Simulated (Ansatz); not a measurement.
The parent structure is InP in the zinc blende structure (space group F-43m, No. 216; a = 5.9068 Å).

Level of theory: Ansatz (a first-principles code) r2SCAN, no spin-orbit coupling.

Before the change:

| Quantity | Value |
|---|---|
| Band gap | 1.03 eV |
| Gap character | direct at Γ |
| Smallest direct gap | 1.03 eV |
| Lattice parameter a | 5.907 Å |
| Hole mass | 0.073, 0.44, 0.44 mₑ (at Γ) |

Perturbation: full substitution In → B, then cell and atoms are relaxed.

Tabulated Pauling electronegativity and covalent radius: In 1.78, 1.42 Å; B 2.04, 0.84 Å.

Q: What does the calculation give for the band gap, gap character, smallest direct gap, lattice parameter a and hole mass after the change?

A: The band gap goes up by 0.38 eV to 1.41 eV; the gap character becomes indirect, Γ → Γ–X (83 % along) (base: direct at Γ); the smallest direct gap goes up by 2.57 eV, from 1.03 eV to 3.60 eV; the lattice parameter a drops by 1.370 Å, from 5.907 Å to 4.537 Å; the hole mass (degenerate bands, along [100]) changes from 0.073, 0.44, 0.44 mₑ (at Γ) to 0.24, 0.24, 0.32 mₑ (at Γ).

Effective masses come from finite differences of ±0.01 Å⁻¹. Stability against distortions was not tested.
